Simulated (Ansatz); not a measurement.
Base system: Sr in the fcc (Cu type) structure (space group Fm-3m, No. 225; relaxed with 0.1 eV smearing).

```cif
data_Sr
_chemical_formula_sum 'Sr1'
_space_group_name_H-M_alt 'P 1'
_space_group_IT_number 1
_cell_length_a 4.31674
_cell_length_b 4.31674
_cell_length_c 4.31674
_cell_angle_alpha 60.000
_cell_angle_beta 60.000
_cell_angle_gamma 60.000
loop_
_space_group_symop_operation_xyz
  'x, y, z'
loop_
_atom_site_label
_atom_site_type_symbol
_atom_site_fract_x
_atom_site_fract_y
_atom_site_fract_z
_atom_site_occupancy
Sr1 Sr 0.00000 0.00000 0.00000 1
```

Level of theory: Kohn–Sham DFT with the r2SCAN functional, run in Ansatz (a program for electronic structure) with PAW and 500 eV plane waves, no spin-orbit coupling, earlier PAW set.

For the base:

| Quantity | Value |
|---|---|
| Band gap | zero |
| Pressure | 0.0 GPa |

Modification: an isotropic linear strain of +0.65 %; the atoms relax in the strained cell.

Predict the new energy relative to the base.

The energy rises by 0.8 meV/atom.

Estimate the effect on the band gap.

The band gap remains zero.

Estimate the effect on the pressure.

The pressure goes from zero to -0.2 GPa.

Stability against distortions was not tested.
